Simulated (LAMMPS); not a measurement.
MD of W (bcc) at zero pressure, 1024 atoms, as a crystal; each row is its own run.

All values are model results, not measurements: classical MD, pair style meam, file library.meam (library.meam-W); code LAMMPS.

```csv
T (K),enthalpy (eV/atom)
200,-8.6093
300,-8.5841
2220,-8.0740
```

**Question.** Fit a straight line, y = a + b x, to these rows (x is the first column, y the second) and predict the run at x = 1660.

**Answer.** Least squares gives a = -8.6630 and b = 0.0002653. At x = 1660 the fit predicts -8.2226 eV/atom. The run itself gave -8.2294 ± 0.0009 eV/atom, so the fit is 6.8 meV/atom high.

Caution: the potential MEAM library.meam-W is a first-neighbour MEAM set with a 4 Å cutoff, used here without a parameter file and away from the static properties it was fitted to.

Caution (row 2220): a run this short can hold a crystal over, or a liquid under, the potential's own melting point, which these runs don't give.
